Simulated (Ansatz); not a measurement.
We consider SnC (model structure, started from the BN type, Pm-3n, No. 223, 12 atoms in the cell), described by PBEsol (Ansatz, a quantum-chemistry and plane-wave program, PAW).

Settings: plane-wave cutoff 520 eV, 6×6×6 k mesh, Fermi–Dirac smearing 0.01 eV, scalar-relativistic PAW data made under PBE.

Cell (relaxed at this level):

```cif
data_C6Sn6
_chemical_formula_sum 'Sn6 C6'
_space_group_name_H-M_alt 'Pm-3n'
_space_group_IT_number 223
_space_group_name_Hall '-P 4n 2 3'
_cell_length_a 6.18012
_cell_length_b 6.18012
_cell_length_c 6.18012
_cell_angle_alpha 90.000
_cell_angle_beta 90.000
_cell_angle_gamma 90.000
loop_
_atom_site_label
_atom_site_type_symbol
_atom_site_symmetry_multiplicity
_atom_site_Wyckoff_symbol
_atom_site_fract_x
_atom_site_fract_y
_atom_site_fract_z
_atom_site_occupancy
Sn1 Sn 6 c 0.00000 0.50000 0.25000 1
C1 C 6 d 0.00000 0.25000 0.50000 1
```

Problem. Give the computed band gap.

Solution. 
- band gap = 0.91 eV (on the SCF k mesh)

Note: the relaxation could raise the start's symmetry but not lower it, so the cell can be a saddle point.

Spin–orbit coupling is not included.

A model structure was made by putting elements into a prototype or built by hand; it is no filed structure, need not be a known phase, and can be a saddle point held by its symmetry.
